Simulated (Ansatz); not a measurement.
**LaB6, response to strain**

Consider LaB6 (space group Pm-3m, No. 221).

```yaml
crystal:
  lattice:
    - [4.12989, 0.00000, 0.00000]
    - [0.00000, 4.12989, 0.00000]
    - [0.00000, 0.00000, 4.12989]
  atoms:
    - { symbol: La, position: [0.00000, 0.00000, 0.00000] }
    - { symbol: B, position: [0.19962, 0.50000, 0.50000] }
    - { symbol: B, position: [0.80038, 0.50000, 0.50000] }
    - { symbol: B, position: [0.50000, 0.50000, 0.19962] }
    - { symbol: B, position: [0.50000, 0.50000, 0.80038] }
    - { symbol: B, position: [0.50000, 0.19962, 0.50000] }
    - { symbol: B, position: [0.50000, 0.80038, 0.50000] }
```

Cartesian axes are those of the cell as printed.

Strains are applied to the cell and any free atomic positions relax; under biaxial strain the out-of-plane vector relaxes too; under stress the whole cell relaxes.

Calculations: plane-wave PAW DFT at the PBEsol level (Ansatz, a program for electronic structure, 420 eV), scalar-relativistic without spin-orbit coupling.

Notes on the quantities. energy relative to the base: free energy F.

| variant | space group | energy relative to the base | volume per atom |
|---|---|---|---|
| base | Pm-3m (No. 221) | 0 meV/atom | 10.06 Å³ |
| biaxial strain −0.96 %, plane normal [001], relaxed out of plane | P4/mmm (No. 123) | +3.0 meV/atom | (withheld) |
| biaxial strain +2.81 %, plane normal [001], relaxed out of plane | P4/mmm (No. 123) | (withheld) | 10.61 Å³ |
| biaxial strain −1.86 %, plane normal [111], relaxed out of plane | R-3m (No. 166) | +7.3 meV/atom | 9.85 Å³ |
| isotropic strain −2.57 % | Pm-3m (No. 221) | +36 meV/atom | 9.31 Å³ |
| uniaxial strain ε_yy = −5.23 % | P4/mmm (No. 123) | +46 meV/atom | 9.54 Å³ |
| uniaxial stress, 8 GPa tension along z | P4/mmm (No. 123) | +4.3 meV/atom | 10.22 Å³ |
| uniaxial stress, 3 GPa compression along x | P4/mmm (No. 123) | +0.6 meV/atom | (withheld) |
| tensor shear ε_xy = −0.95 % | Cmmm (No. 65) | (withheld) | 10.06 Å³ |

Some entries are withheld; estimate them.


- biaxial strain −0.96 %, plane normal [001], relaxed out of plane, volume per atom: 9.88 Å³
- biaxial strain +2.81 %, plane normal [001], relaxed out of plane, energy relative to the base: +24 meV/atom
- uniaxial stress, 3 GPa compression along x, volume per atom: 10.01 Å³
- tensor shear ε_xy = −0.95 %, energy relative to the base: +1.1 meV/atom

Without a gap, meshes like the base's 11×11×11 leave anisotropic stresses uncertain by several tenths of a GPa, and small strain energies with them. Stability under load was not tested beyond the relaxation. The final runs are not spin-polarised. An odd electron count without spin: LaB6.
